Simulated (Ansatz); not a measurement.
Take ZrS2 in the CdI2 type structure (space group P-3m1, No. 164; a = 3.578 Å, c = 5.540 Å; layered, stacked along the Cartesian z axis) as the base. Axes: x lies along a and z along c of the hexagonal cell.

It is then changed as follows: biaxial strain +3.00 %, plane normal [001], relaxed out of plane (Cartesian); in-plane vectors clamped, the third vector and the atoms free.

Calculations: DFT with PBEsol-D3(BJ), PAW potentials and a 420 eV plane-wave cutoff in Ansatz (a program for electronic structure), no spin-orbit coupling.

Base, band edges from the VBM (valence, conduction): K -1.73, 1.97; H -2.22, 2.13; M -1.74, 0.53; L -0.94, 0.29; A -0.66, 1.14; Γ 0.00, 1.22 eV.

Problem. Give the band edges at the high-symmetry points of the new zone, measured from its valence-band maximum.

Solution. 
| point | valence edge (eV) | conduction edge (eV) |
|---|---|---|
| Γ | 0.00 | 1.05 |
| M | -1.93 | 0.62 |
| K | -1.69 | 1.54 |
| A | -0.84 | 0.97 |
| L | -0.93 | 0.52 |
| H | -2.10 | 1.77 |

The gap is 0.52 eV, indirect, Γ → L.

Stability against distortions was not tested.
